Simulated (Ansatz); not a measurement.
## A computed series for SnTe: pressure series

Base system: SnTe in the rock salt structure (space group Fm-3m, No. 225).

```
SnTe
1.0
    0.00000     3.20458     3.20458
    3.20458     0.00000     3.20458
    3.20458     3.20458     0.00000
Te Sn
1 1
Direct
  0.00000   0.00000   0.00000
  0.50000   0.50000   0.50000
```

Cell and atoms are relaxed at each pressure.

Computed with PBE/PAW in Ansatz (a first-principles code), no spin-orbit coupling.

```json
[
 {"case": "base", "band gap": "0.05 eV", "density": "6.21 g/cm³"},
 {"case": "pressure −2 GPa", "band gap": "0.20 eV", "density": "5.88 g/cm³"},
 {"case": "pressure −1 GPa", "band gap": "0.12 eV", "density": "6.05 g/cm³"},
 {"case": "pressure 15 GPa", "band gap": "zero", "density": "7.78 g/cm³"},
 {"case": "pressure 30 GPa", "band gap": "zero", "density": "8.79 g/cm³"},
 {"case": "pressure 50 GPa", "band gap": "zero", "density": "___"},
 {"case": "pressure 75 GPa", "band gap": "zero", "density": "10.77 g/cm³"},
 {"case": "pressure 100 GPa", "band gap": "zero", "density": "11.56 g/cm³"}
]
```

### Question
What belongs in the blanks?

### Answer

- pressure 50 GPa, density: 9.80 g/cm³

Spin-orbit coupling, missing from the scalar runs, can matter with Te. Load acts through the strain it causes; cell and atoms are relaxed under it. Stability against distortions was not tested. Competing high-pressure phases were not computed. The final runs are not spin-polarised. A zero or small gap of SnTe can be the functional's error rather than a property of the material.
